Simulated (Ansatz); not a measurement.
A computed series for Rh: response to strain

Consider Rh in the fcc (Cu type) structure (space group Fm-3m, No. 225; a = 3.802 Å; relaxed with 0.1 eV smearing). Axes: x, y, z lie along the cube axes.

Strains are applied to the cell and any free atomic positions relax; under biaxial strain the out-of-plane vector relaxes too.

Computed with r2SCAN, PAW, 500 eV (Ansatz, a program for electronic structure; no spin-orbit coupling).

Candidates:
(a) uniaxial strain ε_zz = −2.01 %
(b) biaxial strain +0.57 %, plane normal [001], relaxed out of plane
(c) isotropic strain −1.48 %
(d) biaxial strain +2.53 %, plane normal [001], relaxed out of plane
(e) isotropic strain +4.03 %

Notes on the quantities. energy relative to the base: free energy F.

Order them by energy relative to the base, lowest first.

(b) biaxial strain +0.57 %, plane normal [001], relaxed out of plane (+1.3 meV/atom), (a) uniaxial strain ε_zz = −2.01 % (+8.0 meV/atom), (d) biaxial strain +2.53 %, plane normal [001], relaxed out of plane (+23 meV/atom), (c) isotropic strain −1.48 % (+25 meV/atom), (e) isotropic strain +4.03 % (+148 meV/atom)

No phonon test of stability was made. The final runs are not spin-polarised. Rh lies near a magnetic instability that expansion can trigger; it was not tested.
